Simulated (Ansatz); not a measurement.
The reference is Bi (space group R-3m, No. 166; a = 4.4730 Å, c = 11.2655 Å (hexagonal axes); relaxed with 0.1 eV smearing). Axes: x lies along a and z along c of the hexagonal cell.

The values are results of PBEsol-D3(BJ) (Ansatz, a quantum-chemistry and plane-wave program), no spin-orbit coupling, earlier PAW set, not measurements.

Base values:

```
Quantity                        Result
-----------------------------  -------
Shortest interatomic distance  3.068 Å
Pressure                       0.0 GPa
```

Perturbation: uniaxial strain ε_xx = −2.77 %, all other strain components held at zero, atoms relaxed at fixed cell.

**Question.** What does the calculation give for the energy relative to the base, largest internal atomic displacement, shortest interatomic distance and pressure after the change?

**Answer.** The energy increases by 6.3 meV/atom; the largest internal atomic displacement comes out as 0.039 Å; the shortest interatomic distance shrinks by 0.033 Å (3.068 Å → 3.035 Å); the pressure (mean of the normal stresses, compression positive) goes from zero to 1.5 GPa.

Whether these cells are dynamically stable was not tested.
